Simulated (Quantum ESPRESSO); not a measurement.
Quantum ESPRESSO 7.5, DFT, PBE, plane waves, PseudoDojo 0.5 standard norm-conserving PBE (local tails restored to the Coulomb form): zinc-blende GaP, 2 atoms. Basis and mesh were picked for this test and aren't claimed converged.

| Quantity | Result |
|---|---|
| cell | 3.85, 3.85, 3.85 Å; 60, 60, 60° |
| task | phonons by DFPT |
| k mesh | 8×8×8 |
| ecutwfc | 80 Ry |
| ecutrho | 320 Ry |
| occupations | fixed |
| conv_thr | 1e-12 Ry |
| tprnfor | true |
| tstress | false |
| tr2_ph | 1e-14 |
| q | [0.25, 0, 0] 2π/alat, Cartesian |
| k-point pools (-nk) | 16 |
| k-points computed | 328 |
| bands | 9 |
| electrons | 18 |
| G-vectors of the density | 26469 |
| FFT grid | 45×45×45 |
| symmetry operations | 24 |

It runs on a single node (Intel Xeon 6 (Granite Rapids), 96 cores on 1 socket, 2 hardware threads a core, 3 L3 cache groups, 3 NUMA nodes).

Wall times, medians of two to five repeats, each run alone on the node (launch to exit). Processes are pinned to neighbouring cores unless said otherwise. The build: conda-forge: Open MPI 5.0, OpenMP, OpenBLAS 0.3.34 (pthreads), FFTW, ScaLAPACK, ELPA; another build can shift the numbers. Scratch files lie in a memory file system. A preparatory run goes ahead and isn't timed.

Started as
```bash
# ahead of the timed run: OMP_NUM_THREADS=1 mpirun -np 48 pw.x -nk 16 -in first.in
OMP_NUM_THREADS=1 mpirun -np 48 ph.x -nk 16 -in ph.in
```
(48 ranks) it takes 38 s and 49 response iterations (all representations).

What happens to the run time with 32 ranks?

About 55 s (2 runs within 2 %): 1.5× as long, on 32 cores in place of 48, so 0.97× the core-time. The largest move is in solving the linear systems (cgsolve): 29 s to 42 s. Change in the result: frequencies (largest shift) 0.57 cm⁻¹.
